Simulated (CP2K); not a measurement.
A self-consistent single point of the (110) slab of Sb (cut from a parent of space group no. 229; 2 atoms in the cell) with CP2K.

Method: CP2K with LDA (Pade form), GPW, DZVP-MOLOPT-SR-GTH basis, GTH-PADE potentials (GTH_POTENTIALS).

```yaml
crystal:
  lattice:
    - [3.22505, 0.00000, 0.00000]
    - [-4.30007, 3.04061, 0.00000]
    - [0.00000, 0.00000, 16.63330]
  atoms:
    - { symbol: Sb, position: [0.00000, 0.25000, 0.42084] }
    - { symbol: Sb, position: [0.00000, 0.75000, 0.57916] }
```

Reference input (self-consistent single point, DFT LDA (Pade form), GPW, DZVP-MOLOPT-SR-GTH basis, GTH-PADE potentials (GTH_POTENTIALS)): CUTOFF = 400 Ry; REL_CUTOFF = 40 Ry; SMEAR/METHOD = GAUSSIAN; SIGMA = 0.1 eV; KPOINTS/SCHEME = MONKHORST-PACK 8 8 1; GAMMA_CENTERED = T; XC_FUNCTIONAL = PADE; Sb/BASIS_SET = DZVP-MOLOPT-SR-GTH-q5; Sb/POTENTIAL = GTH-PADE-q5; METHOD = GPW; EPS_DEFAULT = 1e-11; NGRIDS = 4. This run's input differs from it in these lines:

```diff
@@ -40,4 +40,3 @@
     &KPOINTS
-      SCHEME MONKHORST-PACK 8 8 1
-      GAMMA_CENTERED T
+      SCHEME MONKHORST-PACK 13 13 1
     &END KPOINTS
```

Output, abridged:

```
 SCF WAVEFUNCTION OPTIMIZATION

  Step     Update method      Time    Convergence         Total energy    Change
     1 NoMix/Diag. 0.30E+00      -     0.32228551       -11.2276938593 -1.12E+01
     2 Broy./Diag. 0.30E+00      -     0.00203841       -11.2759464900 -4.83E-02
     3 Broy./Diag. 0.30E+00      -     0.00665478       -11.1885696450  8.74E-02
     4 Broy./Diag. 0.30E+00      -     0.00034144       -11.1793339690  9.24E-03
     5 Broy./Diag. 0.30E+00      -     0.00083295       -11.1671730248  1.22E-02
     6 Broy./Diag. 0.30E+00      -     0.00015459       -11.1665036467  6.69E-04
   [... 8 lines left out ...]
    15 Broy./Diag. 0.30E+00      -     0.00000284       -11.1702585358 -2.33E-05
    16 Broy./Diag. 0.30E+00      -     0.00000515       -11.1702514940  7.04E-06
    17 Broy./Diag. 0.30E+00      -     0.00000111       -11.1702418709  9.62E-06
    18 Broy./Diag. 0.30E+00      -     0.00000057       -11.1702341255  7.75E-06
  *** SCF run converged in    18 steps ***

  Overlap energy of the core charge distribution:               0.00000000000687
  Self energy of the core charge distribution:                -23.90633828592188
  Core Hamiltonian energy:                                      4.80242154171925
  Hartree energy:                                              10.67141167400726
  Exchange-correlation energy:                                 -2.73753938606592
  Smearing free energy correction:                             -0.00018966887601
  Fermi energy:                                                -0.02960291885883

  Total energy:                                               -11.17023412553873
  Total energy (extrapolated to sigma->0):                    -11.17013929110072

   [... lines left out ...]

 STRESS| Analytical stress tensor [bar]
 STRESS|                        x                   y                   z
 STRESS|      x       -4.93875932887E+03  -9.35251751221E+02   2.05347386853E-07
 STRESS|      y       -9.35251751221E+02  -5.60027755584E+03  -1.50135827734E-07
 STRESS|      z        2.05347386853E-07  -1.50135827734E-07  -2.34840692505E+04
 STRESS| 1/3 Trace                                            -1.13410353784E+04
```

The run converged in 18 iterations. Against the reference run the free energy goes down by 38.0 meV/atom and the largest force goes from 0.575 to 0.908 eV/Å.

The starting cell comes from a database of computed structures (which also holds hypothetical and non-ambient phases and stackings), without a prior relaxation at this level. The slab is cut from that crystal, and its faces are unrelaxed. Its lattice was rescaled by up to half a per cent. Values carry the incompleteness of an atom-centred basis.
